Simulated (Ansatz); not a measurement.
SrTiO3 (I4/mcm, No. 140, 10 atoms in the cell; start COD 2310687), treated with LDA (Ansatz, a quantum-chemistry and plane-wave program, PAW).

Run with plane-wave cutoff 520 eV, 10×10×10 k mesh, Fermi–Dirac smearing 0.01 eV, no spin polarisation, scalar-relativistic PAW data made under PBE.

Cell (relaxed at this level):

Space group I4/mcm (No. 140); a = b = 5.4313 Å, c = 7.7443 Å, α = β = γ = 90.00°

```
atom  site  symmetry       x       y       z
----  ----  --------  ------  ------  ------
Sr      4b      -42m  0.0000  0.5000  0.2500
O       4a       422  0.0000  0.0000  0.2500
Ti      4c     4/m..  0.0000  0.0000  0.0000
O       8h      m.2m  0.2779  0.2221  0.0000
```
(The calculation used a cell of 10 atoms; values per cell refer to that cell.)

What does this level give for the band gap and smallest direct gap on the k points sampled?


* **band gap**: 2.01 eV
* **smallest direct gap on the k points sampled**: 2.02 eV

Note: the relaxation could not lower the start's symmetry, so a distorted cell can lie lower.

Spin–orbit coupling is not included.

Cost on a shared machine: roughly 60 core-seconds.
